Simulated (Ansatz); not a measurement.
The parent structure is VN in the rock salt structure (space group Fm-3m, No. 225; a = 4.0732 Å). Axes: x, y, z lie along the cube axes.

The values are results of PBEsol in Ansatz (plane waves to 420 eV, PAW, without spin-orbit coupling), not measurements.

Strains are applied to the cell and any free atomic positions relax; under biaxial strain the out-of-plane vector relaxes too.

One change was made to it. Results:

```json
[
 {"quantity": "pressure (mean of the normal stresses, compression positive)", "base": "0.0 GPa", "after": "0.0 GPa"},
 {"quantity": "band gap", "base": "zero", "after": "zero"},
 {"quantity": "energy relative to the base (free energy F)", "base": "0 meV/atom", "after": "+0.9 meV/atom"}
]
```

Q: What was done to the base?
A. biaxial strain +3.42 %, plane normal [001], relaxed out of plane
B. isotropic strain −2.92 %
C. tensor shear ε_xz = −0.79 %
D. uniaxial strain ε_yy = +5.19 %

A: C, tensor shear ε_xz = −0.79 %. For comparison, the energy relative to the base in the other runs: biaxial strain +3.42 %, plane normal [001], relaxed out of plane gives +42 meV/atom; isotropic strain −2.92 % gives +77 meV/atom; uniaxial strain ε_yy = +5.19 % gives +39 meV/atom.

Without a gap, meshes like the base's 20×20×20 leave anisotropic stresses uncertain by several tenths of a GPa, and small strain energies with them. No phonon test of stability was made. Starting moments died away, wholly or in part, for the base; another magnetic solution may exist. The final runs are not spin-polarised.

Ansatz is a quantum-chemistry and plane-wave program.
